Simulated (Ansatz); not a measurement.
# Hypothetical diamond Au, pressure series

Start from Au in the diamond structure (space group Fd-3m, No. 227; a = 6.162 Å; a hypothetical phase, not in the database extracts checked).

Cell and atoms are relaxed at each pressure.

Method: Ansatz (a first-principles code), PBE, PAW, cutoff 420 eV, without spin-orbit coupling.

```
pressure (GPa)  volume per atom (Å³/atom)
--------------  -------------------------
-2                                 30.554
-1                                 29.845
0                                  29.243
0.3                                29.085
0.7                                28.876
1.5                                     ?
3                                  27.841
5                                  27.111
7.5                                26.345
```

Question: Fit the third-order Birch–Murnaghan form P(V) = (3B₀/2)[(V₀/V)^(7/3) − (V₀/V)^(5/3)]·[1 + (3/4)(B₀′ − 4)((V₀/V)^(2/3) − 1)] (squares taken in P) to the rows shown and predict the withheld row.

Answer: Least squares on the printed values gives V₀ = 29.248 Å³/atom, B₀ = 52.4 GPa, B₀′ = 6.1; this predicts 28.485 Å³/atom, and the run gives 28.492 Å³/atom, 0.007 higher.

Load acts through the strain it causes; cell and atoms are relaxed under it. No phonon test of stability was made. No other phases were tried under pressure.
